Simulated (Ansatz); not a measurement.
Input and output of a self-consistent single point for Ag (Fm-3m, 1 atom in the cell) (Ansatz, an electronic-structure program).

Level of theory: PBE (plane waves, PAW; Ansatz).

The change in words: lattice scaled by 0.98; basis.ecutwfc: 420 eV → 250 eV. Reference geometry:
```xyz
1
Lattice="0.0000 2.0552 2.0552 2.0552 0.0000 2.0552 2.0552 2.0552 0.0000" Properties=species:S:1:pos:R:3 pbc="T T T"
Ag     0.0000     0.0000     0.0000
```

Reference input (self-consistent single point, DFT, PBE, plane waves, default PAW files): basis.ecutwfc = 420 eV; kpoints.mp_grid.grid = 14 14 14; hamiltonian.xc = pbe; hamiltonian.pseudopotentials = {kind: paw} (the program's default PAW files); scf.occupations.method = fermi_dirac; scf.occupations.width = 0.1 eV. This run's input differs from it in these lines:

Ansatz 0.2 input:
```diff
@@ -2,5 +2,5 @@
   lattice:
-    - [0.000000, 2.055225, 2.055225]
-    - [2.055225, 0.000000, 2.055225]
-    - [2.055225, 2.055225, 0.000000]
+    - [0.000000, 2.014121, 2.014121]
+    - [2.014121, 0.000000, 2.014121]
+    - [2.014121, 2.014121, 0.000000]
   atoms:
@@ -8,3 +8,3 @@
 basis:
-  ecutwfc: 420.0
+  ecutwfc: 250.0
 kpoints:
```

The program printed (abridged):

```
SCF iter   1: F=—  HF=-7589.239439 eV  |F-HF|=—  |Δ(HF+E_count)|=         —  Δρ=3.94e-2  dr2=1.05e-1  ethr=1.77e-3  ⟨swp⟩=4.2  Hψ=6726  notcnv=0
all-band conjugate gradients solve this SCF's bands
preconditioner: auto → none
SCF iter   2: F=—  HF=-7589.196044 eV  |F-HF|=—  |Δ(HF+E_count)|=   4.34e-2  Δρ=1.32e-2  dr2=7.11e-3  ethr=5.52e-4  ⟨swp⟩=2.9  Hψ=3670  notcnv=0  defer=16
SCF iter   3: F=—  HF=-7589.197219 eV  |F-HF|=—  |Δ(HF+E_count)|=   1.17e-3  Δρ=4.36e-3  dr2=7.09e-4  ethr=3.74e-5  ⟨swp⟩=2.0  Hψ=2426  notcnv=0  defer=16
SCF iter   4: F=—  HF=-7589.197754 eV  |F-HF|=—  |Δ(HF+E_count)|=   5.35e-4  Δρ=4.46e-4  dr2=1.94e-5  ethr=3.73e-6  ⟨swp⟩=2.0  Hψ=2436  notcnv=0  defer=16
SCF iter   5: F=—  HF=-7589.197748 eV  |F-HF|=—  |Δ(HF+E_count)|=   6.21e-6  Δρ=1.31e-5  dr2=1.85e-8  ethr=1.02e-7  ⟨swp⟩=2.2  Hψ=2359  notcnv=0  defer=16
SCF iter   6: F=-7589.197748 eV  HF=-7589.197748 eV  |F-HF|=7.89e-10  |Δ(HF+E_count)|=   2.37e-9  Δρ=2.83e-6  dr2=1.17e-9  ethr=9.73e-11  ⟨swp⟩=1.7  Hψ=4588  notcnv=0
SCF 1 converged in 6 iterations: F = -7589.197748 eV  dr2 = 1.17e-9
Free energy (F): -7589.197748 eV
Internal energy: -7589.189244 eV  (E = F + TS)
E sigma→0 (E₀):  -7589.193496 eV
Entropy (-TS):   -0.008504 eV (-8.504 meV/atom)
Fermi energy:    18.310112 eV
--- Forces (eV/Å), atoms counted from 1 ---
  atom   1  Ag    -0.00000000     0.00000000     0.00000000
--- Stress (GPa, compression-positive) ---
       14.531422      -0.000000       0.000000
        0.000000      14.531422       0.000000
       -0.000000      -0.000000      14.531422
  P = ⅓ Tr σ = 14.5314 GPa (145.314 kbar)
  The stress holds the Pulay correction. Without it, at fixed plane waves, as pw.x and ABINIT print it: P = -83.4458 GPa
```

The run converged in 6 iterations. Against the reference run the free energy rises by 1.36 eV/atom and the pressure goes from 2.72 to 14.53 GPa.

The starting cell has typed, rounded lattice constants, without a prior relaxation at this level. Its lattice was rescaled by up to half a per cent. For this run, on top of that: lattice scaled by 0.98. Ansatz's pressure includes its estimate of the finite-basis (Pulay) stress. Without the estimate this run gives -83.45 GPa. The cutoff lies below the one recommended for these files.
